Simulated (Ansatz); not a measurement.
Work function of Cu(100) slab by several functionals

All runs by Ansatz (plane waves, PAW, no spin-orbit coupling): 7 layers on the in-plane lattice of PBE, ions relaxed at each level.

```
level   work function (eV)  rough cost against PBE (one kind of shared host)
------  ------------------  ------------------------------------------------
LDA                   4.87                              within a factor of 2
PBE                   4.54                                                 1
PBEsol                   …                              within a factor of 2
r2SCAN                4.54                                     about 2 times
```

Q: Some entries are withheld; supply them.

A: 
- PBEsol, work function (eV): 4.65

Q: Which level lies nearest to measurement, and on which side does PBE miss?

A: Measured (this face): 4.73 eV (measured; Abhirup Patra, Jefferson E. Bates, Jianwei Sun et al., Proceedings of the National Academy of Sciences (2017), arXiv:1702.08515). Misses: LDA +0.14, PBE -0.19, PBEsol -0.08, r2SCAN -0.19 eV. Nearest is PBEsol, though measured values of one face scatter by 0.1 eV or more.

Ansatz is a program for electronic structure.
